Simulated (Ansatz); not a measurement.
We consider Ta2Pd3Se8 (Pbam, No. 55, 26 atoms in the cell; start mp-18010), described by r²SCAN (PAW; Ansatz, a quantum-chemistry and plane-wave program).

Output (set-up and result lines):

```
Crystal: 26 atoms, lattice volume = 578.905 Å³
Basis set: ecut = 560 eV, 17387 PW (Γ), exchange–correlation on 270×360×90 points (27 copies of the dense FFT grid, shifted against one another)
Bands: 250, of which v1, the nominal top of the filled ones, is band 208 counted from 1 (207 counted from 0)
Symmetry: 8 space group operations
Space group: Pbam (ITA 55), of the structure as read, at distance tolerance 8.3e-5 Å
k-points: 54 of 160
Functional: x = r2scan, c = r2scan; τ floored in thin density (d = 2e-4 eV/Å³)
SCF iter   1: F=—  HF=-169359.877947 eV  |F-HF|=—  |Δ(HF+E_count)|=         —  Δρ=9.41e-3  dr2=8.41e-1  dr2_τ=2.88e-1
SCF iter   2: F=—  HF=-169360.140640 eV  |F-HF|=—  |Δ(HF+E_count)|=   2.63e-1  Δρ=5.04e-3  dr2=6.47e-2  dr2_τ=2.73e-2
  ...
SCF iter  11: F=—  HF=-169360.163624 eV  |F-HF|=—  |Δ(HF+E_count)|=   3.20e-8  Δρ=9.93e-7  dr2=9.57e-9  dr2_τ=4.33e-10
SCF iter  12: F=-169360.163624 eV  HF=-169360.163624 eV  |F-HF|=4.07e-10  |Δ(HF+E_count)|=   3.93e-9  Δρ=3.09e-7  dr2=8.44e-10  dr2_τ=4.06e-11
SCF 1 converged in 12 iterations: F = -169360.163624 eV  dr2 = 8.44e-10
SCF converged after 12 iterations
Free energy (F): -169360.163624 eV
  ...
  atom   2  Ta    -0.11260200     0.05393513     0.00000000
  atom   3  Ta     0.11260200     0.05393513     0.00000000
  atom   4  Ta    -0.11260200    -0.05393513    -0.00000000
  atom   5  Pd    -0.02754952     0.04058743     0.00000000
  atom   6  Pd     0.02754952    -0.04058743    -0.00000000
  atom   7  Pd    -0.02754952    -0.04058743    -0.00000000
  atom   8  Pd     0.02754952     0.04058743     0.00000000
  atom   9  Pd     0.00000000     0.00000000     0.00000000
  atom  10  Pd     0.00000000     0.00000000     0.00000000
  atom  11  Se     0.06660276     0.13021224     0.00000000
  atom  12  Se    -0.06660276    -0.13021224    -0.00000000
  atom  13  Se     0.06660276    -0.13021224    -0.00000000
  atom  14  Se    -0.06660276     0.13021224     0.00000000
  atom  15  Se    -0.00333813    -0.05672723    -0.00000000
  atom  16  Se     0.00333813     0.05672723     0.00000000
  atom  17  Se    -0.00333813     0.05672723     0.00000000
  atom  18  Se     0.00333813    -0.05672723    -0.00000000
  atom  19  Se     0.03461038     0.10090893     0.00000000
  atom  20  Se    -0.03461038    -0.10090893    -0.00000000
  atom  21  Se     0.03461038    -0.10090893    -0.00000000
  atom  22  Se    -0.03461038     0.10090893     0.00000000
  atom  23  Se    -0.08106896     0.06776845     0.00000000
  atom  24  Se     0.08106896    -0.06776845    -0.00000000
  atom  25  Se    -0.08106896    -0.06776845    -0.00000000
  atom  26  Se     0.08106896     0.06776845     0.00000000
--- Stress (GPa, compression-positive) ---
        2.691989      -0.000000      -0.000000
       -0.000000       2.610691       0.000000
       -0.000000       0.000000       2.655758
  P = ⅓ Tr σ = 2.6528 GPa (26.528 kbar)
```

Problem. Write an input file that could have produced this run (the log leaves some choices open).

Solution. One answer among several that fit: 
Ansatz 0.2 input:
```yaml
crystal:
  lattice:
    - [10.8016061773, 0.0, 0.0]
    - [0.0, 15.1446428027, 0.0]
    - [0.0, 0.0, 3.5388291257]
  atoms:
    - { symbol: Ta, position: [0.7035233593, 0.3788447143, 0.5] }
    - { symbol: Ta, position: [0.2964766407, 0.6211552857, 0.5] }
    - { symbol: Ta, position: [0.2035233593, 0.1211552857, 0.5] }
    - { symbol: Ta, position: [0.7964766407, 0.8788447143, 0.5] }
    - { symbol: Pd, position: [0.8643713072, 0.2781379389, 0.0] }
    - { symbol: Pd, position: [0.1356286928, 0.7218620611, 0.0] }
    - { symbol: Pd, position: [0.3643713072, 0.2218620611, 0.0] }
    - { symbol: Pd, position: [0.6356286928, 0.7781379389, 0.0] }
    - { symbol: Pd, position: [0.5, 0.5, 0.0] }
    - { symbol: Pd, position: [0.0, 0.0, 0.0] }
    - { symbol: Se, position: [0.9401106003, 0.3776979135, 0.5] }
    - { symbol: Se, position: [0.0598893997, 0.6223020865, 0.5] }
    - { symbol: Se, position: [0.4401106003, 0.1223020865, 0.5] }
    - { symbol: Se, position: [0.5598893997, 0.8776979135, 0.5] }
    - { symbol: Se, position: [0.7349990232, 0.2119680725, 0.5] }
    - { symbol: Se, position: [0.2650009768, 0.7880319275, 0.5] }
    - { symbol: Se, position: [0.2349990232, 0.2880319275, 0.5] }
    - { symbol: Se, position: [0.7650009768, 0.7119680725, 0.5] }
    - { symbol: Se, position: [0.5338536002, 0.3417987368, 0.0] }
    - { symbol: Se, position: [0.4661463998, 0.6582012632, 0.0] }
    - { symbol: Se, position: [0.0338536002, 0.1582012632, 0.0] }
    - { symbol: Se, position: [0.9661463998, 0.8417987368, 0.0] }
    - { symbol: Se, position: [0.7738394596, 1.0039305117, 0.0] }
    - { symbol: Se, position: [0.2261605404, -0.0039305117, 0.0] }
    - { symbol: Se, position: [0.2738394596, 0.4960694883, 0.0] }
    - { symbol: Se, position: [0.7261605404, 0.5039305117, 0.0] }
basis:
  ecutwfc: 560
  ecutrho_ratio: 4
  xc_grid: 3
kpoints:
  mp_grid: { grid: [4, 4, 10] }
  band_path:
    path:
      - [0.0, 0.0, 0.0]
      - [0.25, 0.0, 0.0]
      - [0.5, 0.0, 0.0]
      - [0.5, 0.5, 0.0]
      - [0.25, 0.5, 0.0]
      - [0.0, 0.5, 0.0]
      - [0.0, 0.0, 0.0625]
      - [0.0, 0.0, 0.125]
      - [0.0, 0.0, 0.1875]
      - [0.0, 0.0, 0.25]
      - [0.0, 0.0, 0.3125]
      - [0.0, 0.0, 0.375]
      - [0.0, 0.0, 0.4375]
      - [0.0, 0.0, 0.5]
      - [0.25, 0.0, 0.5]
      - [0.5, 0.0, 0.5]
      - [0.5, 0.5, 0.5]
      - [0.25, 0.5, 0.5]
      - [0.0, 0.5, 0.5]
      - [0.5, 0.0, 0.0625]
      - [0.5, 0.0, 0.125]
      - [0.5, 0.0, 0.1875]
      - [0.5, 0.0, 0.25]
      - [0.5, 0.0, 0.3125]
      - [0.5, 0.0, 0.375]
      - [0.5, 0.0, 0.4375]
      - [0.0, 0.5, 0.0625]
      - [0.0, 0.5, 0.125]
      - [0.0, 0.5, 0.1875]
      - [0.0, 0.5, 0.25]
      - [0.0, 0.5, 0.3125]
      - [0.0, 0.5, 0.375]
      - [0.0, 0.5, 0.4375]
      - [0.5, 0.5, 0.0625]
      - [0.5, 0.5, 0.125]
      - [0.5, 0.5, 0.1875]
      - [0.5, 0.5, 0.25]
      - [0.5, 0.5, 0.3125]
      - [0.5, 0.5, 0.375]
      - [0.5, 0.5, 0.4375]
    npoints: 1
hamiltonian:
  xc: r2scan
  dispersion: none
  pseudopotentials: { kind: paw }
scf:
  occupations: { method: fermi_dirac, width: 0.01 }
  convergence: { dr2_threshold: 0.0000000026 }
output:
  forces: true
  stress: true
  eigenvalues: true
  write_bands: true
```

The PAW data were made under PBE.

Note: cell and atoms aren't relaxed at this level (largest force component 0.13 eV/Å, pressure 2.7 GPa).

It cost very roughly 24 core-minutes of CPU time.

A start named mp-… is a Materials Project structure, which need not be a measured phase.
